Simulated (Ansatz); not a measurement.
## Effect of tensor shear ε_xz = +0.67 % on MgTe

Base system: MgTe in the wurtzite structure (space group P6_3mc, No. 186; a = 4.509 Å, c = 7.338 Å). Axes: x lies along a and z along c of the hexagonal cell.

The change: a pure shear with ε_xz = ε_zx = 0.0067; the atoms relax in the strained cell.

Method: plane-wave PAW DFT at the LDA level (Ansatz, a program for electronic structure, 420 eV), no spin-orbit coupling. Γ-centred 9×9×5 mesh, Fermi–Dirac width 0.05 eV.

Space group: Cc (No. 9) (base P6_3mc (No. 186))
Shortest interatomic distance: 2.755 Å (base 2.757 Å)
Energy relative to the base (free energy F): +0.2 meV/atom
Band gap: 2.40 eV (an upper bound: an edge found on the path is not a true extremum; the base alone) (base 2.43 eV)
Stress (xx, yy, zz, yz, xz, xy; compression positive): (0.00, 0.00, 0.01, 0.00, -0.14, 0.00) GPa

Spin-orbit coupling, missing from the scalar runs, can matter with Te. No phonon test of stability was made.
